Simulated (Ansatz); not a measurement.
Base system: GaSb in the zinc blende structure (space group F-43m, No. 216).

```yaml
crystal:
  lattice:
    - [0.00000, 3.06622, 3.06622]
    - [3.06622, 0.00000, 3.06622]
    - [3.06622, 3.06622, 0.00000]
  atoms:
    - { symbol: Sb, position: [0.75000, 0.75000, 0.75000] }
    - { symbol: Ga, position: [0.00000, 0.00000, 0.00000] }
```

Cartesian axes are those of the cell as printed.

Method: r2SCAN (Ansatz, a quantum-chemistry and plane-wave program, PAW, scalar-relativistic without spin-orbit coupling).

Strains are applied to the cell and any free atomic positions relax; under biaxial strain the out-of-plane vector relaxes too; under stress the whole cell relaxes.

One change was made to it. Results:

| quantity | base | after |
|---|---|---|
| band gap | 0.41 eV | 0.33 eV |
| energy relative to the base (free energy F) | 0 meV/atom | +6.0 meV/atom |

Name the change that was made.
A. biaxial strain +2.49 %, plane normal [001], relaxed out of plane
B. uniaxial stress, 2 GPa compression along x
C. isotropic strain +0.79 %

B, uniaxial stress, 2 GPa compression along x. For comparison, the band gap in the other runs: biaxial strain +2.49 %, plane normal [001], relaxed out of plane gives zero; isotropic strain +0.79 % gives 0.24 eV.

Spin-orbit coupling, missing from the scalar runs, can matter with Sb. Beyond what the load breaks, stability against distortions was not tested. The final runs are not spin-polarised. Gaps under 0.05 eV, about the width of the smearing, are given as zero. A zero or small gap of GaSb under biaxial strain +2.49 %, plane normal [001], relaxed out of plane and GaSb under isotropic strain +0.79 % can be the functional's error rather than a property of the material.
